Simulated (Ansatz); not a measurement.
Base system: MgO (space group P4_2/mnm, No. 136; a = 5.510 Å, c = 3.276 Å; a hypothetical phase, not in the database extracts checked). Axes: x, y, z lie along a, b, c of the conventional cell.

All numbers come from Ansatz (an electronic-structure program), PBEsol, PAW, cutoff 420 eV, no spin-orbit coupling.

Modification: the cell is stretched by 1.13 % along x with no lateral relaxation; the atoms relax in the strained cell.

Question: How does this affect the largest internal atomic displacement and energy relative to the base?

Answer: The largest internal atomic displacement amounts to 0.013 Å; the energy increases by 0.6 meV/atom.

Stability against distortions was not tested.
